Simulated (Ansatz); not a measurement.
## BN: stress against strain

BN (layered hexagonal, P6_3/mmc, 8.679 Å³/atom at rest, c along z) under a strain ε along c (axis z), the other axes held. PBEsol-D3(BJ) in Ansatz, a plane-wave DFT program (PAW, default set), 420 eV, 15×15×5 Γ-centred mesh, Fermi-Dirac smearing 0.05 eV; ions are relaxed within the symmetry of each cell. Stress is positive for a compressed cell.

Here s stands for strain and y for stress zz.

```csv
strain (%),stress zz (GPa)
-3.00,?
-1.20,0.42
-0.60,0.20
0.00,0.00
0.60,-0.20
1.20,-0.38
```

Task: Fit y against s with a straight line, and predict the withheld value at s = -3.00.

Result: Means: s 0, y 0.008. About the means, the sum of products is -1.2000 and the sum of squares of s is 3.6000; the slope is their ratio. Least squares gives y = 0.008 - 0.3333·s. Residuals (row less fit): 0.012, -0.008, -0.008, -0.008, 0.012; standard error 0.013 (degrees of freedom: 3). The slope gives the elastic constant C33 = 33 ± 0.7 GPa. At the withheld row, y = 0.008 - 0.3333 × (-3.0) = 1.008 GPa. The calculation gives 1.19 GPa, 0.182 GPa above the prediction (11.6 % of the range of y in the table). The row lies outside the fitted rows, so this is an extrapolation. From the scatter of the fitted rows alone, a prediction at this place has a standard error of 0.024 GPa, so the miss is 7.6 times that.

One order more, fitted to all 11 runs of the series, follows each within 0.01, so the miss is the next term of a smooth law. Rows are the converged runs of the series near zero and its far end; series whose fitted rows scatter by over a few per cent of the range, as at a crossing or softening among them, aren't shown in this form. Most that stay on the fit to the last digits aren't either.
